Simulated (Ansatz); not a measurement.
**MoSi2: transverse stress against strain**

MoSi2 (MoSi2 type, I4/mmm, 13.061 Å³/atom and stress up to 0.01 GPa in the relaxed cell, c along z) under a strain ε along c (axis z), the other axes held. LDA in Ansatz, a plane-wave DFT program (PAW, default set), 420 eV, 25×25×25 Γ-centred mesh, Fermi-Dirac smearing 0.10 eV; ions are relaxed, or left where forces stay under 0.02 eV/Å, within the symmetry of each cell. Stress is positive for a compressed cell.

Here s stands for strain and y for stress xx.

```
strain (%)  stress xx (GPa)
----------  ---------------
-3.00                     ?
-1.50                  1.56
-1.00                  1.03
-0.50                  0.51
0.00                   0.00
0.50                  -0.50
1.00                  -0.97
1.50                  -1.44
```

**Question.** Using a straight line, estimate the missing y at s = -3.00 from the other rows, showing the fit.

**Answer.** Means: s 0, y 0.027. About the means, the sum of products is -7.0050 and the sum of squares of s is 7.0000; the slope is their ratio. Least squares gives y = 0.027 - 1.0007·s. Residuals (row less fit): 0.032, 0.002, -0.017, -0.027, -0.027, 0.004, 0.034; standard error 0.028 (degrees of freedom: 5). The slope gives the elastic constant C13 = about 100 GPa. At the withheld row, y = 0.027 - 1.0007 × (-3.0) = 3.029 GPa. The calculation gives 3.27 GPa, 0.241 GPa above the prediction (5.1 % of the range of y in the table). The row lies outside the fitted rows, so this is an extrapolation. From the scatter of the fitted rows alone, a prediction at this place has a standard error of 0.044 GPa, so the miss is 5.5 times that.

A polynomial of degree 2 through the 12 other runs of the series gives 3.26 there, so most of the miss is curvature that the fit leaves out. In a metal these values are sensitive to mesh and smearing; energies are taken to zero smearing, stresses follow the free energy. Rows are the converged runs of the series near zero and its far end; series whose fitted rows scatter by over a few per cent of the range, as at a crossing or softening among them, aren't shown in this form, nor equations of state whose B0' disagrees with the runs' pressures. Most that stay on the fit to the last digits aren't either.
